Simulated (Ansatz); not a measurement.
```yaml
crystal:
  lattice:
    - [0.00000, 1.74821, 1.74821]
    - [1.74821, 0.00000, 1.74821]
    - [1.74821, 1.74821, 0.00000]
  atoms:
    - { symbol: C, position: [0.00000, 0.00000, 0.00000] }
    - { symbol: C, position: [0.25000, 0.25000, 0.25000] }
```

Unless called populations, κ holds the coherence term between modes besides the Boltzmann populations. The cell is strained isotropically by -1 % in length.

Problem. Estimate the lattice thermal conductivity at 300 K from a three-phonon Boltzmann calculation with natural isotopes, Ansatz (a program for electronic structure), LDA functional, plane-wave PAW (third-order constants from a 128-atom supercell out to 4.0 Å, harmonic mesh 8×8×8, k mesh 16×16×16, scattering mesh 25×25×25).

Solution. κ = 2700 W/(m K). Four-phonon, boundary and defect scattering are left out; adding them would lower the computed value.

The PAW data sets were generated under PBE and serve the other functionals too.
